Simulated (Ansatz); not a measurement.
Input for fcc Cu (1 1 1) on diamond (1 1 1) (film strained to the substrate, started from cuts of the bulks and a machine-learned relaxation):

Ansatz 0.2 input:
```yaml
crystal:
  lattice:
    - [2.5254671, 0.0, 0.030345615]
    - [1.2627329, 2.1871189, 0.020318144]
    - [0.622908133, -0.851147314, 25.212672664]
  atoms:
    - { symbol: C, position: [0.943133142, 0.179759799, 0.057709364] }
    - { symbol: C, position: [0.619806401, 0.839392133, 0.039795748] }
    - { symbol: C, position: [0.231072466, 0.544662204, 0.140063013] }
    - { symbol: C, position: [0.908734285, 0.203786269, 0.119865429] }
    - { symbol: C, position: [0.52126447, 0.908045682, 0.222016436] }
    - { symbol: C, position: [0.198777353, 0.567245245, 0.201528742] }
    - { symbol: C, position: [0.813201872, 0.271296979, 0.303856424] }
    - { symbol: C, position: [0.490488245, 0.930464118, 0.283392078] }
    - { symbol: C, position: [0.104662479, 0.635371091, 0.385747922] }
    - { symbol: C, position: [0.782419955, 0.294638635, 0.365255489] }
    - { symbol: C, position: [0.394269212, -0.001562842, 0.467461274] }
    - { symbol: C, position: [0.071743239, 0.657707934, 0.447225248] }
    - { symbol: C, position: [0.683498378, 0.358702074, 0.54749735] }
    - { symbol: C, position: [0.359982107, 0.019314618, 0.529614873] }
    - { symbol: Cu, position: [0.617030084, 0.350108948, 0.625920873] }
    - { symbol: Cu, position: [0.899913619, 0.696284538, 0.709499251] }
    - { symbol: Cu, position: [0.157024204, 1.047994992, 0.793730303] }
    - { symbol: Cu, position: [0.407759761, 0.412425247, 0.878032918] }
    - { symbol: Cu, position: [0.685351113, 0.78419319, 0.961407273] }
basis:
  ecutwfc: 420
  ecutrho_ratio: 4
  xc_grid: 2
kpoints:
  mp_grid: { grid: [14, 14, 1] }
hamiltonian:
  xc: pbe
  dispersion: none
  pseudopotentials: { kind: paw }
scf:
  n_extra_bands: 26
  occupations: { method: fermi_dirac, width: 0.05 }
output:
  forces: true
  stress: true
  eigenstates:
    kpoints:
      - [0, 0, 0]
      - [0.5, 0, 0]
      - [0, 0.5, 0]
      - [0.5, 0.5, 0]
    e_range: [-3.5, 3.5]
    localisation: true
relax:
  f_tol: 0.04
  max_steps: 70
  cell: { fix: [a, b, gamma], stress_tol: 0.3 }
```

Method: PBE (plane waves to 420 eV, PAW; Ansatz, an electronic-structure program). No spin–orbit coupling; the runs are not spin-polarised. Its k-point mesh 14×14×1, Fermi–Dirac width 0.05 eV.

Q: Write the closing report of this run, without the band table and long remarks, to eight decimals at most.

A: 
```
SCF converged after 8 iterations
Free energy (F): -36634.596612 eV
Harris-Foulkes:  -36634.596612 eV  (|F-HF|=4.12e-9)
Internal energy: -36634.553325 eV  (E = F + TS)
E sigma→0 (E₀):  -36634.574968 eV
Entropy (-TS):   -0.043288 eV (-2.278 meV/atom)
Fermi energy:    14.479502 eV
--- Per-component energies (eV) ---
  E_band       = -1699.485146
  E_kinetic    = 2784.262131
  E_local      = -91448.296692  (includes V_loc(G=0)·N_el)
  E_nonlocal   = 2315.662274
  E_hartree    = 44205.837761
  E_xc         = -1128.682885
  E_vxc        = -1423.093213  (∫ρ·V_xc dr)
  E_paw        = -9696.404294  (= ΣΔE_a)
  E_vpaw       = -2339.717301  (= ΣTr[D̂ρ^β])
  E_aug_tail   = 0.001635  (compensation charges beyond the density's cutoff)
  E_ewald      = 16333.066745
  E_smearing   = -0.043288  (= −TS)
  E_closure    = 0.000000  (closes the sum)
  Σ components = -36634.596612   (vs F -36634.596612, Δ=0.00e0)
--- Forces (eV/Å), atoms counted from 1 ---
  atom   1  C      0.00188014    -0.00155052     0.02321751
  atom   2  C      0.00245828     0.00019737     0.00000325
  atom   3  C      0.00113265    -0.00017076    -0.00426467
  atom   4  C      0.00102624     0.00064931    -0.02331810
  atom   5  C      0.00050647    -0.00003589    -0.00494052
  atom   6  C      0.00011038    -0.00158273     0.00945404
  atom   7  C     -0.00089362    -0.00120709    -0.00553840
  atom   8  C     -0.00081212    -0.00148076     0.00558103
  atom   9  C     -0.00145160    -0.00132934    -0.00912195
  atom  10  C     -0.00050013    -0.00049802     0.00448181
  atom  11  C     -0.00118300     0.00055225     0.02294496
  atom  12  C     -0.00235253    -0.00123157     0.00389416
  atom  13  C     -0.00384642    -0.00112176    -0.00038094
  atom  14  C     -0.00370788    -0.00279906    -0.02295909
  atom  15  Cu     0.00026673     0.00185639     0.00645784
  atom  16  Cu     0.00038900     0.00254684     0.00054887
  atom  17  Cu     0.00107328     0.00308315     0.00080376
  atom  18  Cu     0.00348987     0.00262366    -0.00018336
  atom  19  Cu     0.00241318     0.00149811    -0.00662395
  max |Σ_I F_I| component: 5.62e-5 eV/Å
--- Stress (GPa, compression-positive) ---
        2.385995       0.038995       0.082285
        0.038995       2.430452       0.015004
        0.082285       0.015000       0.072690
  P = ⅓ Tr σ = 1.6297 GPa (16.297 kbar)
--- Relaxed structure (4 steps of the walk, 4 accepted, 1 SCFs on fresh bases) ---
  F+E_penalty+E_count = -36634.59661211 eV   max|allowed force component| = 2.332e-2 eV/Å   (the final SCF, on the basis selected at the relaxed cell)
  cell:  # Å, volume = 140.1910 Å³
    - [2.52526645, -3.76915764e-5, 0.04398044]
    - [1.26260607, 2.18709508, 0.02893643]
    - [0.75682062, -0.83081800, 25.39345002]
  atoms:
    - { symbol: C, position: [0.97052830, 0.17836328, 0.05855493] }
    - { symbol: C, position: [0.64862059, 0.83891367, 0.04089157] }
    - { symbol: C, position: [0.25055843, 0.54030623, 0.14114035] }
    - { symbol: C, position: [0.93004078, 0.20011474, 0.12125912] }
    - { symbol: C, position: [0.53145444, 0.90176911, 0.22255447] }
    - { symbol: C, position: [0.21112193, 0.56148823, 0.20231594] }
    - { symbol: C, position: [0.81257434, 0.26304863, 0.30380883] }
    - { symbol: C, position: [0.49224204, 0.92277973, 0.28352526] }
    - { symbol: C, position: [0.09368452, 0.62417200, 0.38501788] }
    - { symbol: C, position: [0.77334980, 0.28392424, 0.36477992] }
    - { symbol: C, position: [0.37479431, -0.01487546, 0.46607467] }
    - { symbol: C, position: [0.05427484, 0.64502743, 0.44619377] }
    - { symbol: C, position: [0.65614675, 0.34570518, 0.54644168] }
    - { symbol: C, position: [0.33424020, 0.00640472, 0.52877763] }
    - { symbol: Cu, position: [0.59655883, 0.36090431, 0.62716081] }
    - { symbol: Cu, position: [0.87370642, 0.71871067, 0.71072308] }
    - { symbol: Cu, position: [0.15143328, 1.07867463, 0.79365184] }
    - { symbol: Cu, position: [0.42872864, 0.44034107, 0.87658921] }
    - { symbol: Cu, position: [0.70607398, 0.80405845, 0.96015907] }
```

Cost: around 8 core-minutes (rough).
